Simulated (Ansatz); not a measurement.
Consider MgS in the rock salt structure (space group Fm-3m, No. 225; a = 5.2296 Å).

Calculations: PBE (Ansatz, a quantum-chemistry and plane-wave program, PAW, no spin-orbit coupling), earlier PAW set.

Before the change:

| Item | Value |
|---|---|
| Electron mass | 0.52 mₑ along k, 0.29 mₑ across (at X) |
| Band gap | 2.76 eV |
| Lattice parameter a | 5.230 Å |

Now apply this change: a hydrostatic pressure of 7.5 GPa.

Q: What does the calculation give for the electron mass after the change?

A: The electron mass changes from 0.52 mₑ along k, 0.29 mₑ across (at X) to 0.54 mₑ along k, 0.29 mₑ across (at X).

Q: What does the calculation give for the band gap after the change?

A: The band gap rises by 0.18 eV to 2.94 eV.

Q: What does the calculation give for the lattice parameter a after the change?

A: The lattice parameter a decreases by 0.147 Å to 5.083 Å.

Load acts through the strain it causes; cell and atoms are relaxed under it. Masses are band curvatures over ±0.01 Å⁻¹ around the edge. Along k means along the line from Γ to the band edge. Stability against distortions was not tested. No other phases were tried under pressure.
